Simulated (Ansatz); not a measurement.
The reference is ZnO in the wurtzite structure (space group P6_3mc, No. 186; a = 3.235 Å, c = 5.211 Å). Axes: x lies along a and z along c of the hexagonal cell.

The values are results of Kohn–Sham DFT with the r2SCAN functional, run in Ansatz (a program for electronic structure) with PAW and 500 eV plane waves, without spin-orbit coupling, not measurements.

For the base:

```
Property                            Result
-----------------------------  -----------
Shortest interatomic distance      1.970 Å
Gap character                  direct at Γ
Pressure                          0.00 GPa
```

Now apply this change: biaxial strain −4.29 %, plane normal [001], relaxed out of plane (Cartesian); in-plane vectors clamped, the third vector and the atoms free.

### Question
How does this affect the shortest interatomic distance, gap character, pressure and ratio −ε⊥/ε∥?

### Answer
The shortest interatomic distance shrinks by 0.0267 Å, from 1.970 Å to 1.944 Å; the gap character stays direct at Γ; the pressure (mean of the normal stresses, compression positive) goes from zero to 6.74 GPa; the ratio −ε⊥/ε∥ is 0.97.

Stability against distortions was not tested.
